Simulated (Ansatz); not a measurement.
MgS (Fm-3m), HSE06, rigid bands run with Ansatz (a program for electronic structure): N_c = 1.59e19 cm⁻³ at 300 K and an electron conductivity mass of 0.347 mₑ.

For 1e17 electrons per cm³ at 300 K, place the Fermi level, estimate the Seebeck coefficient of a parabolic band with constant τ, and give mobility and conductivity for τ = 5 fs.

The level lies k_BT ln(N_c/n) = 0.131 eV below the conduction-band minimum. S ≈ −(k_B/e)[ln(N_c/n) + 5/2] = -652 μV/K, against -650 μV/K from the full bands (mean over directions). μ = eτ/m = 25.3 cm²/(V·s) and σ = neμ = 0.406 S/cm. τ is assumed, not computed.

Band transport and this doping are assumed; polarons and phonon drag are left out. Spin-orbit coupling is left out. Geometry: cell and atoms relaxed with PBEsol.
